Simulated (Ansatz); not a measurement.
Take WSe2 (space group P6_3/mmc, No. 194; a = 3.230 Å, c = 12.411 Å; layered, stacked along the Cartesian z axis) as the base. Axes: x lies along a and z along c of the hexagonal cell.

Level of theory: Ansatz (a first-principles code), PBEsol-D3(BJ), PAW, cutoff 420 eV, no SOC.

Before the change:

The valence-band top at Γ is 0.00, -0.78, -1.48 eV, the band gap comes out as 0.67 eV and the width of the top valence band comes out as 1.64 eV.

The change: biaxial strain +0.60 %, plane normal [001], relaxed out of plane (Cartesian); in-plane vectors clamped, the third vector and the atoms free.

Problem. What does the calculation give for the in-plane stress after the change?

Solution. The mean in-plane stress (compression positive) comes out as -1.5 GPa.

Problem. Predict the new valence-band top at Γ.

Solution. The valence-band top at Γ (three highest levels, from the VBM) goes from 0.00, -0.78, -1.48 eV to 0.00, -0.75, -1.42 eV.

Problem. What happens to the band gap?

Solution. The band gap remains 0.67 eV.

Problem. What does the calculation give for the width of the top valence band after the change?

Solution. The width of the top valence band grows by 0.03 eV to 1.67 eV.

Spin-orbit coupling, missing from the scalar runs, can matter with W. Semilocal Kohn–Sham gaps tend to fall short of experiment. Stability against distortions was not tested.
